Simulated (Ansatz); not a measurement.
## A computed series for VO2: pressure series

Base system: VO2 (space group C2/m, No. 12; a = 11.864 Å, b = 3.697 Å, c = 6.318 Å, α = 90.00°, β = 106.99°, γ = 90.00°; ferromagnetic).

Cell and atoms are relaxed at each pressure.

The values are results of PBEsol (Ansatz, a program for electronic structure; PAW; 420 eV plane waves; scalar-relativistic without spin-orbit coupling), not measurements.

```
pressure (GPa)  volume per atom (Å³/atom)
--------------  -------------------------
0                                  11.043
0.3                                     ?
0.7                                11.007
1.5                                10.963
3                                  10.884
5                                  10.784
```

**Question.** Fit the third-order Birch–Murnaghan form P(V) = (3B₀/2)[(V₀/V)^(7/3) − (V₀/V)^(5/3)]·[1 + (3/4)(B₀′ − 4)((V₀/V)^(2/3) − 1)] (squares taken in P) to the rows shown and predict the withheld row.

**Answer.** Least squares on the printed values gives V₀ = 11.044 Å³/atom, B₀ = 201 GPa, B₀′ = 3.4; this predicts 11.027 Å³/atom, and the run gives 11.028 Å³/atom, in agreement.

Other magnetic orders, which the real material may have, were not ruled out. Load acts through the strain it causes; cell and atoms are relaxed under it. Whether these cells are dynamically stable was not tested. No other phases were tried under pressure. No Hubbard U is applied, and correlation can decide whether such a compound is a metal.
